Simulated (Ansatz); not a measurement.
Consider C in the diamond structure (space group Fd-3m, No. 227; a = 3.5716 Å). Axes: x, y, z lie along the cube axes.

Calculations: DFT with PBE, PAW potentials and a 420 eV plane-wave cutoff in Ansatz (a first-principles code), no SOC.

Perturbation: every lattice vector is shortened by 2.00 %; the atoms relax in the strained cell.

### Question
Predict the stress tensor and what it implies for the stiffness.

### Answer
Stress of the strained cell less that of the base (GPa, compression positive):
```
  29.33    0.00    0.00
   0.00   29.33    0.00
   0.00    0.00   29.33
```

Then B = −ΔP/(ΔV/V₀) with ΔV/V₀ = -0.0588 gives secant stiffness values (nonlinear terms included at this strain): B ≈ 499 GPa.

As a check, the harmonic strain energy −½ V₀ Δσ:ε is 31 meV/atom; the computed energy rise is 29 meV/atom.

No phonon test of stability was made.
